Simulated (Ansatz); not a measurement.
**OH on the 1x1 (110) surface of 3C silicon carbide (cut with top plane C + Si), one in a 1x1 cell, started at the site 'top C'**

Host crystal: 3C silicon carbide, with a band gap (PBE, scalar-relativistic without spin-orbit coupling).

Level of theory: PBE (plane waves to 420 eV, PAW; Ansatz, a program for electronic structure).

Model: 14-atom slab, 7.7 Å thick at the start under the adsorbate (thin: gaps and levels are the slab's own), 6x6x1 mesh, Fermi-Dirac 0.01 eV, dipole correction, 6 atoms held, the rest relaxed; no symmetry held; spin-polarised, ending with about 0.9 μB a cell, a value that depends on the mesh; orders that need a larger cell were not tried, no spin-orbit, no U, no dispersion correction. The slab shows no gap over 0.04 eV on its mesh. At the end it is bonded to C. In PBE this state lies 1.71 eV over the lowest of the starts that converged ('top Si').

```yaml
adsorption energy against H2O(g) − ½ H2(g): 0.43 eV
work_function_of_the_top_face: 4.48 eV
change_of_the_step_from_the_bottom_to_the_top_vacuum_level_against_the_clean_slab: -0.43 eV
energy_released_by_relaxation: 2.11 eV
height of the binding atom over the mean of the host atoms within 0.3 Å of the top one: 1.203 Å
nearest_host_atoms_of_the_binding_atom: C at 1.46 Å, Si at 2.69 Å, Si at 2.78 Å
largest_move_of_a_host_atom: 0.34 Å
note: in the relaxation the adsorbate left its starting site by 0.9 Å
cost: around 10 core-minutes (rough)
```

A negative adsorption energy means that the adsorbate is more stable on the surface than in its reference.
